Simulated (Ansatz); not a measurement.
A computed series for TiAl3: pressure series

Consider TiAl3 (space group I4/mmm, No. 139; a = 3.846 Å, c = 8.620 Å).

Cell and atoms are relaxed at each pressure.

Computed with PBE in Ansatz (plane waves to 420 eV, PAW, without spin-orbit coupling).

| pressure (GPa) | volume per atom (Å³/atom) |
|---|---|
| -2 | 16.255 |
| 0 | 15.937 |
| 0.3 | 15.892 |
| 0.7 | 15.833 |
| 1.5 | 15.719 |
| 3 | 15.515 |
| 5 | ? |
| 7.5 | 14.972 |
| 10 | 14.707 |

Task: Fit the third-order Birch–Murnaghan form P(V) = (3B₀/2)[(V₀/V)^(7/3) − (V₀/V)^(5/3)]·[1 + (3/4)(B₀′ − 4)((V₀/V)^(2/3) − 1)] (squares taken in P) to the rows shown and predict the withheld row.

Result: Least squares on the printed values gives V₀ = 15.937 Å³/atom, B₀ = 106 GPa, B₀′ = 4.1; this predicts 15.262 Å³/atom, and the run gives 15.262 Å³/atom, in agreement.

Load acts through the strain it causes; cell and atoms are relaxed under it. Whether these cells are dynamically stable was not tested. Competing high-pressure phases were not computed. The final runs are not spin-polarised.

Ansatz is a program for electronic structure.
